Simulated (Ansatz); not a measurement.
**Response to strain in W2C**

Start from W2C (space group P-3m1, No. 164; a = 3.0343 Å, c = 4.6588 Å; relaxed with 0.1 eV smearing).

Strains are applied to the cell and any free atomic positions relax.

Computed with PBE-D3(BJ) in Ansatz (plane waves to 420 eV, PAW, spin-orbit coupling left out), earlier PAW set.

Notes on the quantities. energy relative to the base: free energy F.

```tsv
isotropic strain (%)	energy relative to the base (meV/atom)
-4.44	268.1
0	0.0
1.88	?
4.03	162.8
5.35	272.9
```

Task: Fit ΔE = Aε² + Bε³ (ε in %) to the rows shown and predict the withheld row.

Result: Least squares on the printed values gives A = 11.7 and B = -0.42 meV/atom (largest residual 0.8 meV/atom); this predicts 38.8 meV/atom, and the run gives 38.3 meV/atom, 0.5 lower.

No phonon test of stability was made. The final runs are not spin-polarised.

Ansatz is an electronic-structure program.
